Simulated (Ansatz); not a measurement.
Start from BN in the h-BN type structure (space group P6_3/mmc, No. 194; a = 2.500 Å, c = 6.413 Å; layered, stacked along the Cartesian z axis).

The values are results of PBEsol-D3(BJ) (Ansatz, a program for electronic structure, PAW, without spin-orbit coupling), earlier PAW set, not measurements.

For the base:

| Quantity | Result |
|---|---|
| Band gap | 4.08 eV |
| Width of the top valence band | 3.30 eV |
| Shortest interatomic distance | 1.443 Å |

The change: full substitution N → P, then cell and atoms are relaxed.

Tabulated Pauling electronegativity and covalent radius: N 3.04, 0.71 Å; P 2.19, 1.07 Å.

Task: Estimate the effect on the band gap.

Result: The band gap decreases by 3.74 eV to 0.34 eV.

Task: Predict the new width of the top valence band.

Result: The width of the top valence band rises by 0.11 eV to 3.41 eV.

Task: Predict the new shortest interatomic distance.

Result: The shortest interatomic distance rises by 0.399 Å to 1.842 Å.

Whether these cells are dynamically stable was not tested. As relaxed here, BP is a hypothetical phase, not in the database extracts checked.
